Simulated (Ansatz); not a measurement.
Consider the energy of the reaction as written. Reaction: 1/4 cell B + 3/8 Cl2 (gas) → cell A. A negative value means that the right-hand side lies lower.

Cell A: a slab of Ru (hcp, P6₃/mmc) cut along (0001), 6 atoms, hexagonal cell of 2.72 Å (6.4 Å²), symmetry P3m1, 10.5 Å thick under 16 Å of vacuum, in-plane vectors held at the crystal's; planes from bottom to top: Ru × 5 | Cl, its two faces unlike (dipole correction applied); added, foreign or displaced atoms, above the top plane: Cl bound to 3 Ru at 2.53 Å; spin state with PBE: run without spin, k-point mesh 20×20×1.
```
CELL_PARAMETERS angstrom
      2.72194     0.00000     0.00000
      1.36097     2.35727     0.00000
      0.00000     0.00000    26.52755
ATOMIC_POSITIONS crystal
  Ru 0.00000 0.00000 0.30484
  Ru 0.66667 0.66667 0.38234
  Ru 0.00000 0.00000 0.46379
  Ru 0.66667 0.66667 0.54560
  Ru 0.00000 0.00000 0.62428
  Cl 0.33333 0.33333 0.69878
```

Cell B: a slab of Ru (hcp, P6₃/mmc) cut along (0001), 21 atoms, hexagonal cell of 5.44 Å (25.7 Å²), symmetry P3m1, 10.4 Å thick under 16 Å of vacuum, in-plane vectors held at the crystal's; planes from bottom to top: Ru4 × 5 | Cl, its two faces unlike (dipole correction applied); added, foreign or displaced atoms, above the top plane: Cl bound to 3 Ru at 2.50 Å; spin state with PBE: run without spin, k-point mesh 10×10×1.
```yaml
crystal:
  lattice:
    - [5.44387, 0.00000, 0.00000]
    - [2.72194, 4.71453, 0.00000]
    - [0.00000, 0.00000, 26.52755]
  atoms:
    - { symbol: Ru, position: [0.00002, 0.00002, 0.30484] }
    - { symbol: Ru, position: [0.49996, 0.00002, 0.30484] }
    - { symbol: Ru, position: [0.00002, 0.49996, 0.30484] }
    - { symbol: Ru, position: [0.50000, 0.50000, 0.30521] }
    - { symbol: Ru, position: [0.83369, 0.33316, 0.38272] }
    - { symbol: Ru, position: [0.33316, 0.33316, 0.38272] }
    - { symbol: Ru, position: [0.83333, 0.83333, 0.38266] }
    - { symbol: Ru, position: [0.33316, 0.83369, 0.38272] }
    - { symbol: Ru, position: [0.99934, 0.99934, 0.46409] }
    - { symbol: Ru, position: [0.50131, 0.99934, 0.46409] }
    - { symbol: Ru, position: [0.99934, 0.50131, 0.46409] }
    - { symbol: Ru, position: [0.50000, 0.50000, 0.46446] }
    - { symbol: Ru, position: [0.83195, 0.33402, 0.54577] }
    - { symbol: Ru, position: [0.33402, 0.33402, 0.54577] }
    - { symbol: Ru, position: [0.83333, 0.83333, 0.54664] }
    - { symbol: Ru, position: [0.33402, 0.83195, 0.54577] }
    - { symbol: Ru, position: [0.00192, 0.00192, 0.62383] }
    - { symbol: Ru, position: [0.49616, 0.00192, 0.62383] }
    - { symbol: Ru, position: [0.00192, 0.49616, 0.62383] }
    - { symbol: Ru, position: [0.50000, 0.50000, 0.62288] }
    - { symbol: Cl, position: [0.16667, 0.16667, 0.69761] }
```

Reference: an isolated Cl2 molecule (singlet) in a box of 11 × 11 × 14 Å.

Plane-wave PAW calculations with Ansatz (a quantum-chemistry and plane-wave program), its default PAW set, cutoff 420 eV, 500 eV for r2SCAN. The structures are at rest with PBE, within the held lattices; other levels are single points on them. Neutral cells; Fermi-Dirac smearing of at most 0.10 eV in the solids, energies taken to zero width. The lattices are those relaxed with PBE, so at other levels the solids can be strained, which adds to the spread. Larger cells are relaxed from a start prepared with the learned potential CHGNet till forces fall under 0.03 eV/Å, which some starts already meet. A dispersion term (D3(BJ), or D4 for r2SCAN) was computed beside these levels and is taken off wherever the name lacks it. Static lattices, no vibrational contributions. No structure search was made; lower ones may exist. The d electrons get no Hubbard U. Values are for these cell sizes. Cell A has symmetry P3m1 and got no random move, so less symmetric positions, which may lie lower, weren't tried. Cell B has symmetry P3m1 and got no random move, so less symmetric positions, which may lie lower, weren't tried.

Problem. Predict the value from PBE.

Solution. 0.27 eV, for 1/4 cell B + 3/8 Cl2 (gas) → cell A.

Problem. List the value at the remaining levels and say how far they part.

Solution. 
```
Functional  value (eV)  less PBE
----------  ----------  --------
r2SCAN            0.13     -0.14
```

The levels span 0.14 eV, from r2SCAN (0.13) to PBE (0.27).
